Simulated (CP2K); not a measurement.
Short convergence ladders for a (001) slab of Se (cut from a parent of space group no. 152; 3 atoms in the cell)

```xyz
3
Lattice="4.3831 0.0000 0.0000 -2.1916 3.7959 0.0000 0.0000 0.0000 17.3099" Properties=species:S:1:pos:R:3 pbc="T T T"
Se    -0.4931     0.8541     8.6549
Se     1.6985     2.9418    10.3099
Se     0.9862     0.0000     7.0000
```

Base method: LDA (Pade form), GPW, DZVP-MOLOPT-SR-GTH basis, GTH-PADE potentials (GTH_POTENTIALS) (CP2K 2026.2).

Base settings: CUTOFF = 400 Ry; REL_CUTOFF = 50 Ry; SMEAR/METHOD = FERMI_DIRAC; ELECTRONIC_TEMPERATURE = 116.05 K; KPOINTS/SCHEME = MONKHORST-PACK 3 3 1; XC_FUNCTIONAL = PADE; Se/BASIS_SET = DZVP-MOLOPT-SR-GTH; Se/POTENTIAL = GTH-PADE-q6; METHOD = GPW; EPS_DEFAULT = 1e-10.

**The vacuum**

The mesh stays at the base's, so the ladder's end is converged at best in this setting alone.

Only quantities that move along the ladder and can be compared are tabulated; forces are left out, as grid noise moves with the cell.

```csv
vacuum between outermost atoms (Å),free energy less the last step's (meV/atom),gap on the mesh (eV)
3.0,-239.78,0.065
4.0,-43.17,0.290
5.0,-4.99,0.256
6.0,0.06,0.244
7.0,0.14,0.241
8.0,0.03,0.241
10.0,0.01,0.241
12.0,0.01,0.241
14.0,0.01,0.241
17.0,0.01,0.241
20.0,0.01,0.241
30.0,0.00,0.241
```

Smallest vacuum between outermost atoms (Å) that holds the free energy within 1 meV/atom of the last step, with all finer ones: 6.0; the step before is off by 5.0 meV/atom.

Smallest vacuum between outermost atoms (Å) that holds the gap on the mesh within 0.02 eV of the last step, with all finer ones: 5.0; the step before is off by 0.049 eV.

**The k-point mesh**

Moved along: GAMMA_CENTERED.

Only quantities that move along the ladder and can be compared are tabulated.

| KPOINTS/SCHEME | free energy less the last step's (meV/atom) | largest difference of a force vector from the last step's (eV/Å) |
|---|---|---|
| MONKHORST-PACK 2 2 1 | -0.95 | 0.401 |
| MONKHORST-PACK 3 3 1 | -16.97 | 0.067 |
| MONKHORST-PACK 4 4 1 | -2.27 | 0.033 |
| MONKHORST-PACK 5 5 1 | 0.66 | 0.029 |
| MONKHORST-PACK 6 6 1 | 0.80 | 0.021 |
| MONKHORST-PACK 8 8 1 | -0.05 | 0.005 |
| MONKHORST-PACK 9 9 1 | -0.28 | 0.009 |
| MONKHORST-PACK 10 10 1 | -0.24 | 0.007 |
| MONKHORST-PACK 12 12 1 | -0.05 | 0.002 |
| MONKHORST-PACK 14 14 1 | 0.03 | 0.001 |
| MONKHORST-PACK 16 16 1 | 0.00 | 0.000 |

Coarsest KPOINTS/SCHEME that holds the free energy within 2 meV/atom of the last step, with all finer ones: MONKHORST-PACK 5 5 1; the step before is off by 2.3 meV/atom.

Coarsest KPOINTS/SCHEME that holds the forces within 0.01 eV/Å of the last step, with all finer ones: MONKHORST-PACK 8 8 1; the step before is off by 0.021 eV/Å.

On the base run: the starting cell has typed, rounded lattice constants, without a prior relaxation at this level. The slab is cut from that crystal, and its faces are unrelaxed. Its lattice was rescaled by up to half a per cent. Spin polarisation is off, though cut faces can carry moments; a gap of a slab can lie between surface states. Values carry the incompleteness of an atom-centred basis. In the base run, forces exceed 1 eV/Å. Another mesh or the band path of this cell gives a smaller gap, so this value is not converged in the mesh.

Left out of this page: 1 run of the series outside the window shown, repeating another row's setting, or not comparable.
